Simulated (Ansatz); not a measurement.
**Ansatz (a first-principles code) run on CaLaAl₄ (F-43m, 6 atoms in the cell): self-consistent single point**

Level of theory: PBEsol, default PAW files made with PBE (plane waves; Ansatz).

Input as run:

Ansatz 0.2 input:
```yaml
crystal:
  lattice:
    - [0.000000, 4.029677, 4.029677]
    - [4.029677, 0.000000, 4.029677]
    - [4.029677, 4.029677, 0.000000]
  atoms:
    - { symbol: Ca, position_ang: [6.044516, 6.044516, 6.044516] }
    - { symbol: La, position_ang: [0.000000, 0.000000, 0.000000] }
    - { symbol: Al, position_ang: [3.021855, 3.021855, 3.021855] }
    - { symbol: Al, position_ang: [3.021855, 5.037499, 5.037499] }
    - { symbol: Al, position_ang: [5.037499, 5.037499, 3.021855] }
    - { symbol: Al, position_ang: [5.037499, 3.021855, 5.037499] }
basis:
  ecutwfc: 420.0
kpoints:
  mp_grid:
    grid: [10, 10, 10]
hamiltonian:
  xc: pbesol
  pseudopotentials:
    kind: paw
scf:
  occupations:
    method: cold
    width: 0.1
output:
  forces: true
  eigenvalues: true
  stress: true
```

Output, abridged:

```
WARN the atoms were moved onto the symmetric positions of the space group found under crystal.symmetry.tolerance 1.0e-5 (fractional …
WARN ansatz: RAYON_NUM_THREADS=1 ignored (pool sized by the plan → 1); use --threads N
Pseudopotentials: kind: paw
Pseudopotential: Ca, paw, valence charge 10
Pseudopotential: La, paw, valence charge 11
Pseudopotential: Al, paw, valence charge 3
Crystal: 6 atoms, lattice volume = 130.870 Å³
Basis set: ecut = 420 eV, 2637 PW (Γ), exchange–correlation on 80×80×80 points (8 copies of the dense FFT grid, shifted against one another)
Bands: 23, of which v1, the nominal top of the filled ones, is band 17 counted from 1 (16 counted from 0)
Symmetry: 24 space group operations
Space group: F-43m (ITA 216), of the structure as read, at distance tolerance 5.1e-5 Å
k-points: 47 of 1000 (time reversal used)
PAW frozen core: Ca, regenerated for the run's functional, and the local potential with it
PAW frozen core: La, regenerated for the run's functional, and the local potential with it
PAW frozen core: Al, regenerated for the run's functional, and the local potential with it
Initial density: superposition of atomic densities (neutral atoms: chi_scale 0, normalization atom), corrected by the library's trained network
Initial wavefunctions: pseudopotential atomic-orbital guess
Eigensolver: davidson
Functional: x = pbesol(κ = 0.804, μ = 0.12345679012345678), c = pbesol(β = 0.046)
SCF iter   1: F=—  HF=-10055.614903 eV  |F-HF|=—  |Δ(HF+E_count)|=         —  Δρ=2.35e-3  dr2=6.60e-3  ethr=1.77e-3  ⟨swp⟩=6.9  Hψ=5803  notcnv=0
all-band conjugate gradients solve this SCF's bands
preconditioner: auto → Kerker (q_TF=auto, 2.169 Å⁻¹)
SCF iter   2: F=—  HF=-10055.615706 eV  |F-HF|=—  |Δ(HF+E_count)|=   8.03e-4  S|Δr|=    0.00e0  Δρ=1.46e-3  dr2=2.74e-3  ethr=2.00e-5  ⟨swp⟩=2.0  Hψ=1895  notcnv=0  defer=1
SCF iter   3: F=—  HF=-10055.615462 eV  |F-HF|=—  |Δ(HF+E_count)|=   2.44e-4  S|Δr|=    0.00e0  Δρ=2.80e-4  dr2=1.23e-4  ethr=8.31e-6  ⟨swp⟩=2.6  Hψ=1535  notcnv=0  defer=1
SCF iter   4: F=—  HF=-10055.615445 eV  |F-HF|=—  |Δ(HF+E_count)|=   1.71e-5  S|Δr|=    0.00e0  Δρ=8.21e-5  dr2=1.12e-5  ethr=3.72e-7  ⟨swp⟩=2.3  Hψ=1739  notcnv=0  defer=1
SCF iter   5: F=—  HF=-10055.615497 eV  |F-HF|=—  |Δ(HF+E_count)|=   5.21e-5  S|Δr|=    0.00e0  Δρ=1.33e-5  dr2=4.50e-7  ethr=3.39e-8  ⟨swp⟩=2.0  Hψ=1317  notcnv=0  defer=1
SCF iter   6: F=-10055.615497 eV  HF=-10055.615497 eV  |F-HF|=7.86e-10  |Δ(HF+E_count)|=   4.72e-8  S|Δr|=    0.00e0  Δρ=2.51e-6  dr2=6.15e-9  ethr=3.03e-10  ⟨swp⟩=9.3  Hψ=5693  notcnv=0
SCF 1 converged in 6 iterations: F = -10055.615497 eV  dr2 = 6.15e-9
SCF converged after 6 iterations
Stability not checked (fill_not_monotonic)
Free energy (F): -10055.615497 eV
Harris-Foulkes:  -10055.615497 eV  (|F-HF|=7.86e-10)
Internal energy: -10055.612950 eV  (E = F + TS)
E sigma→0 (E₀):  -10055.614648 eV
Entropy (-TS):   -0.002547 eV (-0.425 meV/atom)
Fermi energy:    8.590841 eV
--- Per-component energies (eV) ---
  E_band       = -145.825554
  E_kinetic    = 560.917151
  E_local      = -1193.199739  (includes V_loc(G=0)·N_el)
  E_nonlocal   = 203.363229
  E_hartree    = 430.321448
  E_xc         = -431.046471
  E_vxc        = -433.292469  (∫ρ·V_xc dr)
  E_paw        = -7984.430349  (= ΣΔE_a)
  E_vpaw       = -144.257355  (= ΣTr[D̂ρ^β])
  E_aug_tail   = -0.000017  (compensation charges beyond the density's cutoff)
  E_ewald      = -1641.903062
  E_core_change = 0.364860  (= ΣΔE_core)
  E_smearing   = -0.002547  (= −TS)
  E_closure    = 0.000000  (closes the sum)
  Σ components = -10055.615497   (vs F -10055.615497, Δ=0.00e0)
--- Forces (eV/Å), atoms counted from 1 ---
  atom   1  Ca    -0.00000000     0.00000000    -0.00000000
  atom   2  La     0.00000000     0.00000000    -0.00000000
  atom   3  Al    -0.02720878    -0.02720878    -0.02720878
  atom   4  Al    -0.02720878     0.02720878     0.02720878
  atom   5  Al     0.02720878     0.02720878    -0.02720878
  atom   6  Al     0.02720878    -0.02720878     0.02720878
  max |Σ_I F_I| component: 1.04e-16 eV/Å
--- Stress (GPa, compression-positive) ---
       -1.279963       0.000000      -0.000000
        0.000000      -1.279963       0.000000
       -0.000000       0.000000      -1.279963
  P = ⅓ Tr σ = -1.2800 GPa (-12.800 kbar)
  The stress holds the Pulay correction. Without it, at fixed plane waves, as pw.x and ABINIT print it: P = -1.3114 GPa
--- Band table (eV; the first three rows and the last of 47) ---
  k-point 0: bands = ["-32.0343", "-23.8896", "-13.1912", "-13.1912", "-13.1912", "-7.6996", "-7.6996", "-7.6996", "-0.0735", "5.0743", "5.7558", "5.7558", "5.7558", "6.6173", "6.6173", "6.6173", "6.7560", "6.7560", "9.5101", "10.6703", "10.6703", [...]
  k-point 1: bands = ["-32.0343", "-23.8896", "-13.1913", "-13.1913", "-13.1913", "-7.7047", "-7.6997", "-7.6997", "0.0021", "4.6106", "5.6226", "5.6226", "5.8884", "6.4983", "6.4983", "6.8923", "7.1495", "7.1495", "9.7385", "10.6036", "10.6352", [...]
  k-point 2: bands = ["-32.0343", "-23.8895", "-13.1918", "-13.1918", "-13.1917", "-7.7179", "-7.7002", "-7.7002", "0.2198", "3.8977", "5.3538", "5.3538", "5.7770", "6.5869", "6.5869", "7.6737", "7.7240", "7.7240", "10.1385", "10.3432", "10.5098", [...]
  k-point 46: bands = ["-32.0341", "-23.8894", "-13.1967", "-13.1954", "-13.1881", "-7.7377", "-7.7234", "-7.7082", "1.7274", "1.9085", "4.3101", "4.5947", "6.6635", "7.1264", "7.5502", "7.8883", "9.0458", "9.2333", "9.6828", "10.1214", "10.3537", [...]
```

The run converged in 6 iterations.

The starting cell comes from a database of computed structures (which also holds hypothetical and non-ambient phases and stackings), without a prior relaxation at this level. Its lattice was rescaled by a random factor within 2.5 % of one. Ansatz's pressure includes its estimate of the finite-basis (Pulay) stress.
